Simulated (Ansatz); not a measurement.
Ge on the Si site in metastable alpha cristobalite, relaxed from 2 sites or starts (the Si site, started 0.95 Å off site, one bond broken; the Si site, started 0.95 Å off site, one bond broken); at each charge the lowest end counts.

These are PBE, PAW (plane waves to 420 eV; Ansatz, a quantum-chemistry and plane-wave program) values and carry that method's errors. Set-up: 96-site cell; 2×2×2 shifted k-points; host gap 5.51 eV; charged states image-corrected; energies good to tenths of an eV; flagged in the runs: for some of the defects a host whose relaxation on this sampling wasn't shown to rest, a strain field that reaches the edge of the cell.

| charge | neighbours at the lowest end (Å) | corrected energy + q E_VBM, against the first (eV) |
|---|---|---|
| 0 | O 1.75, O 1.75, O 1.75, O 1.75 | 0.00 |
| −1 | O 1.84, O 1.84, O 1.95, O 1.95, Si 3.10, Si 3.10 | 5.21 |

Charges from 0 to −1 were run. The lines E(q) + q E_F give the stable charge, which changes above the valence-band maximum at (0/−1) at 5.21 eV.
